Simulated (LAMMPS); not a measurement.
System: CdSe (zinc blende), 216 atoms, at 100 K and 0 GPa, heated as the crystal.

Method: classical MD, pair style bop, file CdTeSe.bop.table; code LAMMPS.

```tsv
angle (°)	probability per degree, Se-Cd-Se	probability per degree, Cd-Se-Cd
100.5	0.0000	0.0000
103.5	0.0039	0.0042
106.5	0.0733	0.0718
109.5	0.1858	0.1844
112.5	0.0663	0.0692
115.5	0.0040	0.0036
118.5	0.0000	0.0000
```

The data show:
- state found: crystal; no diffusion seen in 15 ps
- most common Se-Cd-Se angle: in the 3° bin centred on 109.5° (mean of all 109°)
- most common Cd-Se-Cd angle: in the 3° bin centred on 109.5° (mean of all 109°)

Caution: in nature this polymorph isn't the stable one over the whole range of temperature at this pressure, and short runs keep a crystal in its starting form.
